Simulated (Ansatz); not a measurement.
The cell is made up: elements placed on another compound's structure type, so the phase may be hypothetical.

The decay constant κ of evanescent states in the gap governs leakage through a thin film.

Input:

```yaml
crystal:
  lattice:
    - [5.83113, 0.00000, 0.00000]
    - [0.00000, 5.83113, 0.00000]
    - [0.00000, 0.00000, 3.36182]
  atoms:
    - { symbol: B, position: [0.67736, 0.32264, 0.00000] }
    - { symbol: B, position: [0.32264, 0.67736, 0.00000] }
    - { symbol: B, position: [0.17736, 0.17736, 0.50000] }
    - { symbol: B, position: [0.82264, 0.82264, 0.50000] }
    - { symbol: As, position: [0.68170, 0.68170, 0.00000] }
    - { symbol: As, position: [0.31830, 0.31830, 0.00000] }
    - { symbol: As, position: [0.81830, 0.18170, 0.50000] }
    - { symbol: As, position: [0.18170, 0.81830, 0.50000] }
```

Space group of this cell: P4_2/mnm. The cell was relaxed by PBE-D3(BJ); by r2SCAN its mean pressure is 1.5 GPa.

Transport runs along the normal of the first two printed cell vectors.

The gap is the functional's own. No spin-orbit coupling. Mid-gap values are interpolated on the energy grid.

Question: Estimate the band gap and the smallest decay constant κ at mid-gap that r2SCAN run with Ansatz (an electronic-structure program) returns for this system.

Answer: Gap 0.86 eV on a 6×6×10 mesh; κ = 0.156 1/Å, at the zone centre.
